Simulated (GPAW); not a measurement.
GPAW run on InSe (R3m, 4 atoms in the cell): self-consistent single point

Method: LDA (Perdew-Wang 92), GPAW PAW datasets LDA (gpaw-data 1.0.1) (plane waves; GPAW).

This input was run:

```python
from ase import Atoms
from ase.units import GPa
from gpaw import GPAW, PW

atoms = Atoms(['In', 'In', 'Se', 'Se'],
              cell=[[2.023345, 1.168179, 8.608523],
                    [-2.023345, 1.168179, 8.608523],
                    [0.000000, -2.336358, 8.608523]],
              scaled_positions=[[0.110350, 0.110350, 0.110350],
                                [0.001830, 0.001830, 0.001830],
                                [0.619713, 0.619713, 0.619713],
                                [0.825807, 0.825807, 0.825807]],
              pbc=True)

calc = GPAW(mode=PW(600),
            xc='LDA',
            kpts={'size': (6, 6, 6), 'gamma': True},
            occupations={'name': 'fixed-uniform'},
            nbands=-8,
            convergence={'bands': -6},
            symmetry={'symmorphic': False, 'tolerance': 0.0005},
            maxiter=100,
            txt='-')

atoms.calc = calc

energy = atoms.get_potential_energy()
print('Energy (eV):', round(energy, 6))
forces = atoms.get_forces()
print('Forces (eV/Ang):')
print(forces.round(5))
stress = atoms.get_stress()
print('Stress (GPa, Voigt):', (stress / GPa).round(4))
```

Log, with long lists cut:

```
Input parameters:
  convergence: {bands: -6}
  kpts: {gamma: True,
         size: (6, 6, 6)}
  maxiter: 100
  mode: {ecut: 600.0,
         name: pw}
  nbands: -8
  occupations: {name: fixed-uniform}
  symmetry: {symmorphic: False,
             tolerance: 0.0005}

species:
  In:
    name: Indium
    Z: 49.0
    valence: 13
    core: 36
    charge: 0.0
    file: In.LDA.gz

    # Using partial waves for In as LCAO basis

  Se:
    name: Selenium
    Z: 34.0
    valence: 6
    core: 28
    charge: 0.0
    file: Se.LDA.gz

    # Using partial waves for Se as LCAO basis

Reference energy: -451702.928124  # eV

Spin-paired calculation

Convergence criteria:
 Maximum [total energy] change in last 3 cyles: 0.0005 eV / valence electron
 Maximum integral of absolute [dens]ity change: 0.0001 electrons / valence electron
 Maximum integral of absolute [eigenst]ate change: 4e-08 eV^2 / valence electron
 Maximum number of scf [iter]ations: 100

Symmetries present (total): 6
Symmetries with fractional translations: 0
216 k-points: 6 x 6 x 6 Monkhorst-Pack grid + [1/12,1/12,1/12]
32 k-points in the irreducible part of the Brillouin zone
       k-points in crystal coordinates                weights
   0:     0.00000000    0.00000000    0.00000000          1/216
   1:     0.16666667    0.00000000   -0.16666667          6/216
   2:     0.16666667    0.00000000    0.00000000          6/216
   [... 7 lines left out ...]
          ...
  31:     0.50000000    0.50000000    0.50000000          1/216

Wave functions: Plane wave expansion
  Cutoff energy: 600.000 eV
  Number of coefficients (min, max): 3989, 4094
  Pulay-stress correction: 0.000000 eV/Ang^3 (de/decut=0.000000)

Occupation numbers: # Uniform distribution of occupation numbers

Eigensolver

Densities:
  Coarse grid: 54*54*54 grid
  Fine grid: 108*108*108 grid
  Total Charge: 0.000000

Density mixing:
  Method: separate
  Backend: pulay
  Linear mixing parameter: 0.05
  old densities: 5
  Damping of long wavelength oscillations: 50

Hamiltonian:
  XC and Coulomb potentials evaluated on a 108*108*108 grid
  External potential:
    NoExternalPotential

Number of atoms: 4
Number of atomic orbitals: 26
Number of bands in calculation: 27
Number of valence electrons: 38
Bands to converge: 21

Density initialized from atomic densities
  26 bands from LCAO basis set
  1 band from random numbers

Atomic positions and initial magnetic moments

Positions:
   0 In    -0.000000   -0.000000    2.849852    ( 0.0000,  0.0000,  0.0000)
   1 In    -0.000000    0.000000    0.047261    ( 0.0000,  0.0000,  0.0000)
   2 Se    -0.000000   -0.000000   16.004441    ( 0.0000,  0.0000,  0.0000)
   3 Se    -0.000000    0.000000   21.326936    ( 0.0000,  0.0000,  0.0000)

Unit cell:
           periodic     x           y           z      points  spacing
  1. axis:    yes    2.023345    1.168179    8.608523    54     0.0643
  2. axis:    yes   -2.023345    1.168179    8.608523    54     0.0643
  3. axis:    yes    0.000000   -2.336358    8.608523    54     0.0643

  Lengths:   8.919935   8.919935   8.919935
  Angles:   26.221505  26.221505  26.221502

Effective grid spacing dv^(1/3) = 0.0919

     iter     time        total  log10-change:
                         energy   eigst   dens
iter:   1 --:--:--   -17.478568   +0.07
iter:   2 --:--:--   -17.394596   -1.26  -1.24
iter:   3 --:--:--   -17.155668   -1.77  -1.28
iter:   4 --:--:--   -17.124474   -2.50  -1.51
iter:   5 --:--:--   -17.109033   -1.90  -1.67
iter:   6 --:--:--   -17.088597   -2.63  -1.99
iter:   7 --:--:--   -17.079924   -3.48  -2.23
iter:   8 --:--:--   -17.079959c  -4.30  -2.91
iter:   9 --:--:--   -17.079661c  -4.19  -3.02
iter:  10 --:--:--   -17.079650c  -5.42  -3.50
iter:  11 --:--:--   -17.079643c  -6.34  -3.55
iter:  12 --:--:--   -17.079640c  -6.43  -3.61
iter:  13 --:--:--   -17.079642c  -6.45  -3.72
iter:  14 --:--:--   -17.079639c  -6.54  -3.76
iter:  15 --:--:--   -17.079638c  -6.93  -3.90
iter:  16 --:--:--   -17.079635c  -6.54  -4.00c
iter:  17 --:--:--   -17.079635c  -7.45c -4.54c

Converged after 17 iterations.

Dipole moment: (0.000000, 0.000000, -8.710301) |e|*Ang

Energy contributions relative to reference atoms: (reference = -451702.928124)

Kinetic:        +34.448605
Potential:      -33.390180
External:        +0.000000
XC:             -18.383963
Entropy (-ST):   +0.000000
Local:           +0.245903
SIC:             +0.000000
--------------------------
Free energy:    -17.079635
Extrapolated:   -17.079635

Showing only first 2 kpts
 Kpt  Band  Eigenvalues  Occupancy
  0    17      2.70335    2.00000
  0    18      2.70335    2.00000
  0    19      5.27229    0.00000
  0    20      5.76507    0.00000

  1    17      2.07671    2.00000
  1    18      3.00458    2.00000
  1    19      6.01220    0.00000
  1    20      6.38437    0.00000

Fermi level: 4.01121

Gap: 0.202 eV
Transition (v -> c):
  (s=0, k=31, n=18, [0.50, 0.50, 0.50]) -> (s=0, k=31, n=19, [0.50, 0.50, 0.50])
No difference between direct/indirect transitions
Energy (eV): -17.079635

Forces in eV/Ang:
  0 In    0.00000    0.00000   -0.05131
  1 In   -0.00000    0.00000    0.05108
  2 Se    0.00000    0.00000    0.16878
  3 Se    0.00000    0.00000   -0.16869

Stress tensor:
     0.015867    -0.000000    -0.000000
    -0.000000     0.015867     0.000000
    -0.000000     0.000000     0.016570
Stress (GPa, Voigt): [ 2.5422  2.5422  2.6548  0.     -0.     -0.    ]
```

The run converged in 17 iterations. GPAW prints stress with tension positive.

The starting cell comes from a database of computed structures (which also holds hypothetical and non-ambient phases and stackings), without a prior relaxation at this level.

Cost on one core of a shared machine: roughly 4 min.
